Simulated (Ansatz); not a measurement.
Take Al in the fcc (Cu type) structure (space group Fm-3m, No. 225; a = 3.994 Å; relaxed with 0.1 eV smearing) as the base.

Method: plane-wave PAW DFT at the r2SCAN level (Ansatz, an electronic-structure program, 500 eV), no SOC.

Before the change:

| Item | Value |
|---|---|
| Pressure | 0.0 GPa |

Now apply this change: an isotropic linear strain of −1.09 %, atoms relaxed at fixed cell.

Question: What does the calculation give for the pressure after the change?

Answer: The pressure goes from zero to 3.3 GPa.

Question: Estimate the effect on the energy relative to the base.

Answer: The energy goes up by 5.1 meV/atom.

Whether these cells are dynamically stable was not tested.
